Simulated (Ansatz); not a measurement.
**Response to strain in PbS**

Take PbS in the rock salt structure (space group Fm-3m, No. 225; a = 5.903 Å) as the base.

Strains are applied to the cell and any free atomic positions relax.

Method: PBEsol, PAW, 420 eV (Ansatz, a first-principles code; without spin-orbit coupling).

Notes on the quantities. energy relative to the base: free energy F.

```json
[
 {"isotropic strain (%)": "-1.5", "energy relative to the base (meV/atom)": "10.2"},
 {"isotropic strain (%)": "-1", "energy relative to the base (meV/atom)": "4.4"},
 {"isotropic strain (%)": "-0.5", "energy relative to the base (meV/atom)": "1.1"},
 {"isotropic strain (%)": "0", "energy relative to the base (meV/atom)": "0.0"},
 {"isotropic strain (%)": "0.5", "energy relative to the base (meV/atom)": "1.1"},
 {"isotropic strain (%)": "1", "energy relative to the base (meV/atom)": "4.2"},
 {"isotropic strain (%)": "1.5", "energy relative to the base (meV/atom)": "9.3"},
 {"isotropic strain (%)": "2.5", "energy relative to the base (meV/atom)": "?"},
 {"isotropic strain (%)": "3", "energy relative to the base (meV/atom)": "35.3"}
]
```

**Question.** Fit ΔE = Aε² + Bε³ (ε in %) to the rows shown and predict the withheld row.

**Answer.** Least squares on the printed values gives A = 4.33 and B = -0.13 meV/atom (largest residual 0.1 meV/atom); this predicts 24.9 meV/atom, and the run gives 24.9 meV/atom, in agreement.

Stability against distortions was not tested. The final runs are not spin-polarised.
